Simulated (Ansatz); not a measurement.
Band structure of LaBr₂ (P6_3/mmc, 6 atoms in the cell).

```xyz
6
Lattice="4.1294 0.0000 0.0000 -2.0647 3.5762 0.0000 0.0000 0.0000 15.2392" Properties=species:S:1:pos:R:3 pbc="T T T"
La     0.0000     0.0000    11.4294
La     0.0000     0.0000     3.8098
Br     0.0000     2.3841     1.8933
Br     2.0647     1.1921    13.3458
Br     2.0647     1.1921     9.5129
Br     0.0000     2.3841     5.7263
```

Method: PBEsol, PAW files made with PBE (plane waves; Ansatz, an electronic-structure program).

Settings: basis.ecutwfc = 420 eV; kpoints.mp_grid.grid = 5 5 2; hamiltonian.xc = pbesol; hamiltonian.pseudopotentials = {kind: paw} (the program's default PAW files); scf.occupations.method = fixed; kpoints.band_path.npoints = 8.

The starting cell comes from a database of computed structures (which also holds hypothetical and non-ambient phases and stackings), without a prior relaxation at this level. Its lattice was rescaled by a random factor within 2.5 % of one.

Levels in eV from the Fermi level, bands 23 to 30:
| point | 23 | 24 | 25 | 26 | 27 | 28 | 29 | 30 |
|---|---|---|---|---|---|---|---|---|
| Γ | -4.16 | -3.88 | -0.14 | 0.11 | 0.65 | 0.66 | 0.96 | 0.96 |
| M | -4.13 | -4.10 | -0.33 | -0.29 | 0.81 | 0.85 | 0.87 | 0.87 |
| K | -4.41 | -4.35 | 0.11 | 0.11 | 0.71 | 0.74 | 0.88 | 0.88 |
| A | -4.16 | -4.16 | 0.00 | 0.00 | 0.65 | 0.65 | 0.96 | 0.96 |
| L | -4.13 | -4.13 | -0.31 | -0.31 | 0.83 | 0.83 | 0.87 | 0.87 |
| H | -4.38 | -4.38 | 0.11 | 0.11 | 0.73 | 0.73 | 0.88 | 0.88 |

Bands cross the Fermi level along this path, so the cell is metallic at this level.

Keys are those of Ansatz 0.2.
